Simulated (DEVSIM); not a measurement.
System: Mo/La2O3/SiO2/p-Si capacitor, at 300 K.

```
layer (left to right)  material  thickness (nm)  Na (cm⁻³)
---------------------  --------  --------------  ---------
1                         La2O3            2.10          -
2                          SiO2            1.10          -
3                            Si           17000     1.1e15
```

Metal gate on the left, work function 4.6 eV. Fixed charge at the semiconductor interface 0 cm⁻² (in units of +e); no interface traps.

This is a model device: material constants are rounded textbook-type values typed into the input, and sizes, dopings and lifetimes were drawn at random. Values at 300 K; Nc and Nv go as T^1.5, mobilities as T to minus their exponent, the gap by Varshni's rule with the affinity fixed.

| parameter | La2O3 | SiO2 | Si |
|---|---|---|---|
| gap (eV) | 5.8 | 9 | 1.124 |
| affinity (eV) | 1.8 | 0.9 | 4.05 |
| permittivity | 27 | 3.9 | 11.7 |
| Nc (cm⁻³) | - | - | 2.86e19 |
| Nv (cm⁻³) | - | - | 3.1e19 |
| Varshni α (eV/K) | - | - | 0.000473 |
| Varshni β (K) | - | - | 636 |

Simulated with DEVSIM: 1D Poisson equation in equilibrium, Boltzmann statistics, complete ionisation; no quantum confinement or tunnelling. Metal contacts follow the ideal Schottky-Mott rule: no Fermi-level pinning, no interface dipoles.

Base results: flat-band voltage (V) -0.31; threshold voltage (band bending 2φF) (V) 0.29; capacitance of the dielectric stack (μF/cm²) 2.46; minimum of the low-frequency capacitance (μF/cm²) 0.0141.

Question: What follows from this one change: temperature 300 → 400 K?

Answer: flat-band voltage -0.31 → -0.18 V; threshold voltage (band bending 2φF) 0.29 → 0.19 V; capacitance of the dielectric stack little changed (2.46 μF/cm²); minimum of the low-frequency capacitance 0.0141 → 0.0207 μF/cm².

Question: What follows from this one change: fixed charge 0 → -2.55e+12 cm^-2?

Answer: flat-band voltage -0.31 → -0.14 V; threshold voltage (band bending 2φF) 0.29 → 0.46 V; capacitance of the dielectric stack little changed (2.46 μF/cm²); minimum of the low-frequency capacitance 0.0141 → 0.0147 μF/cm².

Question: What follows from this one change: gate work function 4.6 → 4.3 eV?

Answer: flat-band voltage -0.31 → -0.61 V; threshold voltage (band bending 2φF) 0.29 → -0.01 V; capacitance of the dielectric stack little changed (2.46 μF/cm²); minimum of the low-frequency capacitance little changed (0.0141 μF/cm²).

Question: What follows from this one change: interface trap density 0 → 1e+11 cm^-2 eV^-1?

Answer: flat-band voltage little changed (-0.31 V); threshold voltage (band bending 2φF) little changed (0.30 V); capacitance of the dielectric stack little changed (2.46 μF/cm²); minimum of the low-frequency capacitance 0.0141 → 0.0299 μF/cm².

Question: What follows from this one change: La2O3 thickness 0.0021 → 0.0018 μm?

Answer: flat-band voltage little changed (-0.31 V); threshold voltage (band bending 2φF) little changed (0.29 V); capacitance of the dielectric stack 2.46 → 2.54 μF/cm²; minimum of the low-frequency capacitance little changed (0.0141 μF/cm²).

Question: What follows from this one change: substrate doping 1.1e+15 → 2.2e+14 cm^-3?

Answer: flat-band voltage -0.31 → -0.27 V; threshold voltage (band bending 2φF) 0.29 → 0.25 V; capacitance of the dielectric stack little changed (2.46 μF/cm²); minimum of the low-frequency capacitance 0.0141 → 0.00732 μF/cm².
